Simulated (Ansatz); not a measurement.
Abridged Ansatz (a program for electronic structure) output:

```
Relaxation: its limit of steps is 50 (relax.max_steps)
Pseudopotential: Zr, paw, valence charge 12
Crystal: 2 atoms, lattice volume = 45.839 Å³
Basis set: ecut = 420 eV, 893 PW (Γ), exchange–correlation on 48×48×72 points (8 copies of the dense FFT grid, shifted against one another)
Bands: 16, of which v1, the nominal top of the filled ones, is band 12 counted from 1 (11 counted from 0)
Symmetry: 24 space group operations
k-points: 288 of 4851
Functional: x = pbesol(κ = 0.804, μ = 0.12345679012345678), c = pbesol(β = 0.046)
SCF iter   1: F=—  HF=-8257.297007 eV  |F-HF|=—  |Δ(HF+E_count)|=         —  Δρ=3.07e-3  dr2=1.52e-3  ethr=1.77e-3  ⟨swp⟩=4.8  Hψ=19550  notcnv=0
SCF iter   2: F=—  HF=-8257.295951 eV  |F-HF|=—  |Δ(HF+E_count)|=   1.06e-3  Δρ=1.78e-3  dr2=4.88e-4  ethr=6.33e-6  ⟨swp⟩=2.5  Hψ=10004  notcnv=0
SCF 1 converged in 7 iterations: F = -8257.296097 eV  dr2 = 3.69e-11
relax step   1: F+E_penalty+E_count = -8257.29609663 eV  Δ(F+E_penalty+E_count) = +0.000e0 eV  max|allowed force component| = 1.295e-16 eV/Å  Δτ_max = 0.0000 Å  (7 SCF iters, accepted)
SCF converged after 7 iterations
Free energy (F): -8257.296097 eV
Internal energy: -8257.224051 eV  (E = F + TS)
E sigma→0 (E₀):  -8257.260074 eV
Entropy (-TS):   -0.072046 eV (-36.023 meV/atom)
Fermi energy:    14.085973 eV
--- Forces (eV/Å), atoms counted from 1 ---
  atom   1  Zr     0.00000000     0.00000000     0.00000000
  atom   2  Zr     0.00000000    -0.00000000     0.00000000
--- Stress (GPa, compression-positive) ---
       -1.393590       0.000000       0.000000
       -0.000000      -1.393590       0.000000
        0.000000       0.000000      -3.208678
  P = ⅓ Tr σ = -1.9986 GPa (-19.986 kbar)
--- Relaxed structure (1 steps of the walk, 1 accepted, 0 SCFs on fresh bases) ---
  atoms:
    - { symbol: Zr, position: [0.6666666666666666, 0.3333333333333333, 0.7499999999999999] }
    - { symbol: Zr, position: [0.3333333333333333, 0.6666666666666666, 0.24999999999999994] }
```

**Question.** What was computed, and what are the main results?

**Answer.** Zr, 2 atoms in the cell, with Ansatz, PBEsol, PAW, cutoff 420 eV, no SOC. The last SCF converged to F = -8257.296097 eV, or -4128.6480 eV per atom, at a pressure of -2.00 GPa. The total energy compares only with runs of the same code, potentials and settings.

The cells carry an imposed strain or load. Whether these cells are dynamically stable was not tested. The final runs are not spin-polarised. The cell was made from Zr in the hcp (Mg type) structure (space group P6_3/mmc, No. 194) by this change: uniaxial strain ε_zz = +2.00 %.

Keys are those of Ansatz 0.2.
